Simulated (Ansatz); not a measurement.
Start from WS2 in the 2H-MoS2 type structure (space group P6_3/mmc, No. 194; a = 3.170 Å, c = 12.493 Å; layered, stacked along the Cartesian z axis).

Calculations: r2SCAN+rVV10 in Ansatz (plane waves to 500 eV, PAW, no SOC), earlier PAW set.

The change: Se takes the place of S on all its sites, then cell and atoms are relaxed.

Measured band gap: WS2 1.35 eV (room temperature; as listed in Carlos M. O. Bastos et al., Physical Review Materials (2019)); WSe2 1.2 eV (room temperature; as listed in Carlos M. O. Bastos et al., Physical Review Materials (2019)).

Measured lattice parameter a: WS2 3.153 Å (room temperature; as listed in arXiv:1605.07067); WSe2 3.282 Å (room temperature; as listed in arXiv:1605.07067).

Problem. How well does r2SCAN+rVV10 reproduce the measured shift?

Solution. With r2SCAN+rVV10 the band gap moves by -0.01 eV (1.13 → 1.12) against -0.15 eV measured; the lattice parameter a moves by +0.129 Å (3.170 → 3.299) against +0.129 Å measured.

Spin-orbit coupling, missing from the scalar runs, can matter with W. Whether these cells are dynamically stable was not tested.

Ansatz is a program for electronic structure.
